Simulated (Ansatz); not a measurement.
The starting structures come from a database of crystals and need not be the phases stable at ambient conditions.

Where the default PAW files enter, the runs use the earlier of Ansatz's two default sets.

The decay constant κ of evanescent states in the gap governs leakage through a thin film.

Consider the following.

```xyz
2
Lattice="3.8937 0.0000 0.0000 -1.9468 3.3720 0.0000 1.9468 1.1240 3.1792" Properties=species:S:1:pos:R:3 pbc="T T T"
Cd     0.0000     0.0000     0.0000
S      0.0000     2.2480     1.5896
```

Space group of this cell: Fm-3m, rock salt. The cell is taken as given; by r2SCAN its mean pressure is -2.2 GPa.

Transport runs along the normal of the first two printed cell vectors, the (111) plane of the conventional cell.

The gap is the functional's own, uncorrected, and κ follows it; spin-orbit coupling is left out. Mid-gap means the computed energy nearest the middle.

Problem. Compute, with r2SCAN in Ansatz (an electronic-structure program), the band gap and the smallest decay constant κ at mid-gap.

Solution. Gap 0.74 eV on a 12×12×12 mesh; κ = 0.136 1/Å, at (0.500, 0.000) of the in-plane reciprocal vectors. At the zone centre the slowest state has κ = 0.14 1/Å.
